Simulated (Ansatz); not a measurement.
Ta: response to strain

Base system: Ta in the bcc (W type) structure (space group Im-3m, No. 229; relaxed with 0.1 eV smearing).

```yaml
crystal:
  lattice:
    - [-1.65304, 1.65304, 1.65304]
    - [1.65304, -1.65304, 1.65304]
    - [1.65304, 1.65304, -1.65304]
  atoms:
    - { symbol: Ta, position: [0.00000, 0.00000, 0.00000] }
```

Cartesian axes are those of the cell as printed.

Strains are applied to the cell and any free atomic positions relax.

Method: DFT with r2SCAN, PAW potentials and a 500 eV plane-wave cutoff in Ansatz (a quantum-chemistry and plane-wave program), scalar-relativistic without spin-orbit coupling.

Notes on the quantities. energy relative to the base: free energy F; pressure: mean of the normal stresses, compression positive.

```json
[
 {"change": "base", "volume per atom": "18.07 Å³", "energy relative to the base": "0 meV/atom", "pressure": "0.0 GPa"},
 {"change": "uniaxial strain ε_zz = −3.00 %", "volume per atom": "17.53 Å³", "energy relative to the base": "+15 meV/atom", "pressure": "(withheld)"},
 {"change": "uniaxial strain ε_zz = −2.50 %", "volume per atom": "17.62 Å³", "energy relative to the base": "+10 meV/atom", "pressure": "5.4 GPa"},
 {"change": "uniaxial strain ε_zz = −2.00 %", "volume per atom": "17.71 Å³", "energy relative to the base": "+6.4 meV/atom", "pressure": "4.3 GPa"},
 {"change": "uniaxial strain ε_zz = −1.50 %", "volume per atom": "17.80 Å³", "energy relative to the base": "+3.6 meV/atom", "pressure": "3.2 GPa"},
 {"change": "uniaxial strain ε_zz = −1.00 %", "volume per atom": "17.89 Å³", "energy relative to the base": "(withheld)", "pressure": "2.1 GPa"},
 {"change": "uniaxial strain ε_zz = −0.50 %", "volume per atom": "17.98 Å³", "energy relative to the base": "(withheld)", "pressure": "1.0 GPa"}
]
```

Problem. Some entries are withheld; estimate them.

Solution. 
- uniaxial strain ε_zz = −3.00 %, pressure: 6.6 GPa
- uniaxial strain ε_zz = −1.00 %, energy relative to the base: +1.6 meV/atom
- uniaxial strain ε_zz = −0.50 %, energy relative to the base: +0.4 meV/atom

Whether these cells are dynamically stable was not tested. All final runs are without spin polarisation.
